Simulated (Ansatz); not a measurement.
Electronic density of states of amorphous Si$_{24}$O$_{51}$Lu$_{2}$, density 2.64 g/cm³, on a 2×2×2 Γ-centred mesh with a Gaussian width of 0.1 eV; energies count from the Fermi level, whose place inside the gap is arbitrary. Cell and mesh are small, so fine structure isn't converged. The numbers are results of PBE, scalar-relativistic without spin-orbit coupling (plane waves to 420 eV, PAW; Ansatz, a first-principles code), not measurements. Sampling: a 2×2×2 Γ-centred mesh; Fermi-Dirac width 0.02 eV; no spin polarisation. At PBE the levels at the filled edge of the gap are localised (band-tail or defect states), and the nearest spread-out levels lie 5.2 eV apart at the zone centre.

Preparation: random packing, a CHGNet melt and quench, and a DFT relaxation. O atoms were pushed apart under 1.9 Å during the dynamics, to hinder bonds among them. The hot cell started wider than the set density and was brought back towards it in steps. It is the lowest in DFT energy of 2 quenches. It is a model cell: composition and starting density were chosen by hand, and all elements were melted together. No dispersion term was used. Its density started from a set value of 2.64 and ended at 2.64 g/cm³. The simulated quench (nominally 320 K/ps over its main leg) is rapid and tends to freeze in more defects than a deposited or slowly cooled glass has. One small periodic cell is one sample of the glass; other quenches scatter about these values. The volume was held where the preparation left it and the shape relaxed, at a PBE pressure of 0.9 GPa. Stress components on the final sampling reach 0.9 GPa.

(E - EF (eV), states/(eV atom)): (-12.00, 0.14); (-11.90, 0.18); (-11.80, 0.17); (-11.70, 0.17); (-11.60, 0.13); (-11.50, 0.08); (-11.40, 0.11); (-11.30, 0.15); (-11.20, 0.17); (-11.10, 0.20); (-11.00, 0.21); (-10.90, 0.21); (-10.80, 0.26); (-10.70, 0.18); (-10.60, 0.13); (-10.50, 0.13); (-10.40, 0.16); (-10.30, 0.20); (-10.20, 0.21); (-10.10, 0.14); (-10.00, 0.14); (-9.90, 0.17); (-9.80, 0.18); (-9.70, 0.17); (-9.60, 0.17); (-9.50, 0.20); (-9.40, 0.20); (-9.30, 0.22); (-9.20, 0.22); (-9.10, 0.25); (-9.00, 0.27); (-8.90, 0.29); (-8.80, 0.31); (-8.70, 0.31); (-8.60, 0.39); (-8.50, 0.58); (-8.40, 0.65); (-8.30, 0.54); (-8.20, 0.39); (-8.10, 0.39); (-8.00, 0.46); (-7.90, 0.35); (-7.80, 0.32); (-7.70, 0.24); (-7.60, 0.16); (-7.50, 0.26); (-7.40, 0.17); (-7.30, 0.19); (-7.20, 0.28); (-7.10, 0.24); (-7.00, 0.22); (-6.90, 0.14); (-6.80, 0.20); (-6.70, 0.31); (-6.60, 0.39); (-6.50, 0.46); (-6.40, 0.47); (-6.30, 0.53); (-6.20, 0.57); (-6.10, 0.58); (-6.00, 0.57); (-5.90, 0.59); (-5.80, 0.62); (-5.70, 0.69); (-5.60, 0.70); (-5.50, 0.74); (-5.40, 0.77); (-5.30, 0.77); (-5.20, 0.82); (-5.10, 0.84); (-5.00, 0.90); (-4.90, 1.05); (-4.80, 1.22); (-4.70, 1.26); (-4.60, 1.17); (-4.50, 1.09); (-4.40, 0.97); (-4.30, 0.86); (-4.20, 0.83); (-4.10, 0.84); (-4.00, 0.78); (-3.90, 0.85); (-3.80, 1.00); (-3.70, 1.02); (-3.60, 0.94); (-3.50, 0.85); (-3.40, 0.82); (-3.30, 0.75); (-3.20, 0.52); (-3.10, 0.31); (-3.00, 0.27); (-2.90, 0.35); (-2.80, 0.47); (-2.70, 0.43); (-2.60, 0.24); (-2.50, 0.15); (-2.40, 0.05); (-2.30, 0.00); (-2.20, 0.03); (-2.10, 0.13); (-2.00, 0.09); (-1.90, 0.01); (-1.80, 0.00); (-1.70, 0.00); (-1.60, 0.00); (-1.50, 0.00); (-1.40, 0.00); (-1.30, 0.00); (-1.20, 0.00); (-1.10, 0.00); (-1.00, 0.00); (-0.90, 0.00); (-0.80, 0.00); (-0.70, 0.00); (-0.60, 0.00); (-0.50, 0.00); (-0.40, 0.00); (-0.30, 0.00); (-0.20, 0.00); (-0.10, 0.00); (0.00, 0.00); (0.10, 0.00); (0.20, 0.00); (0.30, 0.00); (0.40, 0.00); (0.50, 0.00); (0.60, 0.00); (0.70, 0.00); (0.80, 0.00); (0.90, 0.00); (1.00, 0.00); (1.10, 0.00); (1.20, 0.00); (1.30, 0.00); (1.40, 0.00); (1.50, 0.00); (1.60, 0.00); (1.70, 0.00); (1.80, 0.00); (1.90, 0.00); (2.00, 0.02); (2.10, 0.01); (2.20, 0.00); (2.30, 0.02); (2.40, 0.04); (2.50, 0.04); (2.60, 0.06); (2.70, 0.09); (2.80, 0.08); (2.90, 0.09); (3.00, 0.04); (3.10, 0.02); (3.20, 0.03); (3.30, 0.08); (3.40, 0.13); (3.50, 0.12); (3.60, 0.10); (3.70, 0.13); (3.80, 0.13); (3.90, 0.16); (4.00, 0.15); (4.10, 0.18); (4.20, 0.26); (4.30, 0.29); (4.40, 0.23); (4.50, 0.21); (4.60, 0.28); (4.70, 0.29); (4.80, 0.25); (4.90, 0.28); (5.00, 0.31); (5.10, 0.37); (5.20, 0.47); (5.30, 0.47); (5.40, 0.44); (5.50, 0.42); (5.60, 0.45); (5.70, 0.49); (5.80, 0.52); (5.90, 0.53)

The level gap on this mesh is 4.09 eV; the broadening fills part of it in the curve.
